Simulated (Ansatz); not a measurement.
Structures of equal composition on the (0001) surface of 4H silicon carbide (Si plane on top): (√3x√3)R30° Al adatom at H3; (√3x√3)R30° Al adatom at T4. The slabs share one bottom face, and each structure is named by its start. These are constructed structures in small cells; real faces may alloy, dewet or reconstruct in larger ones, and not all known structures of the face are among them. Slabs of about 10 Å, Fermi-Dirac smearing of 0.025 eV. Bottom of the slabs: H caps. Relaxed from the named starts with such symmetry as they have, on meshes of like density; energies extrapolated to zero smearing; spin only where a row says so; no spin-orbit coupling, no U. Brackets mark spin-polarised runs, whose order is one that fits the cell. Where a second, spin-polarised start was run, the lower counts.

Calculation: HSE06, at the PBE geometry (plane waves to 420 eV, PAW; Ansatz, an electronic-structure program).

Question: Order them by energy per 1x1 cell (lowest first) at the level HSE06, at the PBE geometry.

Answer: (√3x√3)R30° Al adatom at T4 (0.000 eV), (√3x√3)R30° Al adatom at H3 (0.242 eV)
